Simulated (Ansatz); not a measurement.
## Response to strain in SrO

Start from SrO in the rock salt structure (space group Fm-3m, No. 225; a = 5.195 Å).

Strains are applied to the cell and any free atomic positions relax.

All numbers come from DFT with PBE, PAW potentials and a 420 eV plane-wave cutoff in Ansatz (an electronic-structure program), spin-orbit coupling left out.

Candidates:
(a) isotropic strain +2.50 %
(b) isotropic strain −2.00 %
(c) isotropic strain −1.00 %
(d) isotropic strain +1.50 %

Notes on the quantities. energy relative to the base: free energy F.

**Question.** Order them by energy relative to the base, lowest first.

**Answer.** (c) isotropic strain −1.00 % (+4.3 meV/atom), (d) isotropic strain +1.50 % (+8.9 meV/atom), (b) isotropic strain −2.00 % (+18 meV/atom), (a) isotropic strain +2.50 % (+24 meV/atom)

Whether these cells are dynamically stable was not tested.
